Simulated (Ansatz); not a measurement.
System: Ru-vacancy pair (Ru on one host W site, one W site vacant) in bcc W (neutral cell). These are PBE, PAW (plane waves to 420 eV; Ansatz, a first-principles code) values and carry that method's errors.

Cell of 36 host sites held at the relaxed PBE lattice; a 2×2×3 k-point mesh shifted by half a step; Fermi-Dirac width 0.10 eV, spin-restricted; finite-size errors left in. Static, classical nuclei. Spin-orbit coupling is left out. Forms of the defect that were not tried may lie lower.

Barriers: single points on a 3×3×5 k-point mesh shifted by half a step at the bands' geometries (they differ from the bands' own by up to 0.18 eV, and are uncertain by about as much).

Relaxed starting cell (atoms counted from 1):

```
RuW34
1.0
    9.55287     0.00000     0.00000
    0.00000     9.55287     0.00000
    0.00000     0.00000     6.36858
Ru W
1 34
Direct
  0.99951   0.99939   0.00317
  0.00064   0.00050   0.49773
  0.00154   0.32941   0.00565
  0.00099   0.32994   0.49878
  0.99956   0.66696   0.00065
  0.99997   0.66654   0.50171
  0.32954   0.00141   0.00565
  0.33007   0.00086   0.49878
  0.33058   0.33045   0.00395
  0.33068   0.33055   0.49825
  0.33205   0.66654   0.00127
  0.33260   0.66575   0.50136
  0.66708   0.99941   0.00065
  0.66666   0.99983   0.50171
  0.66666   0.33192   0.00126
  0.66588   0.33245   0.50136
  0.66631   0.66618   0.00187
  0.66553   0.66539   0.50082
  0.16646   0.16633   0.75160
  0.16621   0.49731   0.25172
  0.16617   0.49771   0.75204
  0.16581   0.83514   0.25180
  0.16683   0.83493   0.75102
  0.49743   0.16608   0.25172
  0.49784   0.16604   0.75204
  0.49937   0.49924   0.25186
  0.49837   0.49825   0.75242
  0.49922   0.83344   0.25134
  0.49837   0.83460   0.75225
  0.83525   0.16567   0.25181
  0.83506   0.16671   0.75103
  0.83357   0.49909   0.25135
  0.83474   0.49825   0.75225
  0.83326   0.83314   0.25314
  0.83541   0.83529   0.75182
```

End state 1 differs by these moves (Å; atoms that move under 0.08 Å are left out):

```json
[
 {"atom": "1", "element": "Ru", "Δx": "1.59", "Δy": "1.59", "Δz": "1.57"}
]
```

Problem. What forward and backward barriers to end state 1 does PBE, PAW give?

Solution. forward 1.28 eV, backward 1.28 eV; at the saddle point atom 1 has neighbours 4 W at 2.67, 2 W at 2.69, 2 W at 3.38, 4 W at 3.39 Å. The saddle point's order was not checked, and it lies on a symmetry element of the cell, where a band can be held.

End state 2 differs by these moves (Å; atoms that move under 0.08 Å are left out):

```csv
atom,element,Δx,Δy,Δz
2,W,1.56,1.56,-1.54
```

Problem. Give the forward and backward barriers to end state 2 at the level PBE, PAW.

Solution. forward 1.55 eV, backward 1.42 eV; at the saddle point atom 2 has neighbours Ru at 2.67; 2 W at 2.65, 2 W at 2.75, W at 2.76, W at 3.16, 2 W at 3.29 Å. The saddle point's order was not checked, and it lies on a symmetry element of the cell, where a band can be held.
